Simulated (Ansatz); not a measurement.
# What pressure 3 GPa does to CaO

Base system: CaO in the rock salt structure (space group Fm-3m, No. 225; a = 4.767 Å).

Now apply this change: cell and atoms relaxed at a pressure of 3 GPa.

Computed with DFT with PBEsol, PAW potentials and a 420 eV plane-wave cutoff in Ansatz (a program for electronic structure), no spin-orbit coupling. Γ-centred 12×12×12 mesh, Fermi–Dirac width 0.05 eV.

* **Density**: 3.52 g/cm³ (base 3.44 g/cm³)
* **Shortest interatomic distance**: 4.467 bohr (base 4.504 bohr)
* **Band gap**: 3.53 eV (base 3.54 eV)
* **Gap character**: indirect, Γ → X (base indirect, Γ → X)
* **Smallest direct gap**: 3.89 eV (base 3.92 eV)
* **Mean gap deformation potential ΔEg/Δln V**: +0.6 eV
* **Width of the top valence band**: 1.31 eV (base 1.26 eV)
* **Electron mass**: 1.4 mₑ along k, 0.41 mₑ across (at X) (base 1.4 mₑ along k, 0.42 mₑ across (at X))
* **Hole mass (degenerate bands, along [100])**: 0.34, 2.8, 2.8 mₑ (at Γ) (base 0.34, 2.8, 2.8 mₑ (at Γ))
* **Valley order (the lowest conduction-band minima on the path, energy above the VBM, named in the base's zone)**: X along ⟨100⟩ 3.53 eV; Γ 4.99 eV (base X along ⟨100⟩ 3.54 eV; Γ 4.78 eV)

Final structure:

```
CaO
1.0
    0.00000     2.36408     2.36408
    2.36408     0.00000     2.36408
    2.36408     2.36408     0.00000
Ca O
1 1
Direct
  0.00000   0.00000   0.00000
  0.50000   0.50000   0.50000
```

Load acts through the strain it causes; cell and atoms are relaxed under it. Effective masses come from finite differences of ±0.01 Å⁻¹. Along k means along the line from Γ to the band edge. No phonon test of stability was made.
